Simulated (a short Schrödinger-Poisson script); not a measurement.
## Symmetric double-gate stack, SiO2 on p-type Si(100)

System: symmetric double-gate stack, SiO2 on p-type Si(100), at 400 K.

| layer | material | thickness (nm) | Na (cm⁻³) |
|---|---|---|---|
| 1 | SiO2 | 1.2 | - |
| 2 | Si | 3 | 1e17 |
| 3 | SiO2 | 1.2 | - |

The device is made up for the run: typed textbook-type constants, with dimensions and the other settings drawn at random. SiO2: permittivity 3.9, conduction-band edge (eV) 3.15, gap (eV) 9, electron mass (mₑ) 0.5. Si: permittivity 11.7, conduction-band edge (eV) 0, gap (eV) 1.124, Nv at 300 K (cm⁻³) 3.1e19.

Channel valleys (confinement mass, in-plane density-of-states mass, number): Δ2 0.916, 0.19, 2; Δ4 0.19, 0.417, 4. At the gates, both at one voltage, the conduction-band edge of layer 1 lies 3.69 eV − eVg above the Fermi level of the channel. Gaps are held at their typed values at every temperature. Mesh 0.03 nm at interfaces.

From a short Schrödinger-Poisson script (our own, NumPy): 1D Poisson equation in equilibrium, electrons quantum, Hartree (BenDaniel-Duke, 12 states a valley, the channel's in-plane mass for all, wave functions ending at the dielectric), parabolic valleys, classical holes, full ionisation, no traps, pinning or gate leakage.

```tsv
Vg (V)	electrons (cm⁻²)	C (μF/cm²)	Δ2 E0 (meV)	Δ2 E1 (meV)	Δ4 E0 (meV)	Δ4 E1 (meV)
0.25	3.29e8	< 0.003	336.6	473.3	510.9	1170.2
0.3	1.40e9	0.00660	286.6	423.4	460.9	1120.2
0.35	5.95e9	0.0279	236.8	373.5	411.1	1070.4
0.4	2.48e10	0.114	187.5	324.2	361.7	1021.0
0.45	9.79e10	0.416	140.0	276.6	314.3	973.4
0.5	3.26e11	1.13	97.9	234.1	272.2	931.0
0.55	8.16e11	2.02	64.8	200.4	239.1	897.3
0.6	1.56e12	2.69	40.4	174.9	214.7	871.8
0.65	2.47e12	3.12	21.9	155.1	196.2	852.0
0.7	3.49e12	3.39	7.0	138.8	181.3	835.7
0.75	4.57e12	3.57	-5.5	124.7	168.8	821.7
0.8	5.71e12	3.70	-16.5	112.2	157.9	809.2
0.85	6.88e12	3.80	-26.3	100.8	148.2	797.9
0.9	8.08e12	3.88	-35.2	90.3	139.3	787.4
0.95	9.30e12	3.95	-43.5	80.5	131.2	777.7
1	1.05e13	4.00	-51.1	71.3	123.7	768.6
1.05	1.18e13	4.06	-58.2	62.7	116.6	760.0
1.1	1.31e13	4.11	-64.9	54.4	110.1	751.9
1.15	1.44e13	4.15	-71.2	46.7	104.0	744.2
1.2	1.57e13	4.19	-77.1	39.3	98.2	737.0
1.25	1.70e13	4.23	-82.6	32.2	92.9	730.1
```

Subbands count from the Fermi level. The capacitance is that of both gates.
